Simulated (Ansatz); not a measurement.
**A constructed model of the (111) surface of fcc Ir, a pseudomorphic layer of Mg in the other hollow (bottom of the slab: a bare face, its two planes held)**

Level of theory: PBE (plane waves to 420 eV, PAW; Ansatz, a program for electronic structure).

Slab: 7 atoms, 13.7 Å thick at the start with caps and adatoms (thin: gaps and levels are the slab's own); k 16x16x1, smearing 0.1 eV, dipole-corrected; 2 atoms held, the rest relaxed; symmetry of the start imposed; no spin, no spin-orbit, no U. In PBE it is, or lies within 0.01 eV a 1x1 cell of, the lowest of the 2 structures of its composition computed so far; subsurface sites and larger cells were not tried.

| Quantity | Result |
|---|---|
| work function of the top face | 4.14 eV |
| energy released by relaxation | 0.073 eV |
| cost | very roughly 100 core-seconds |
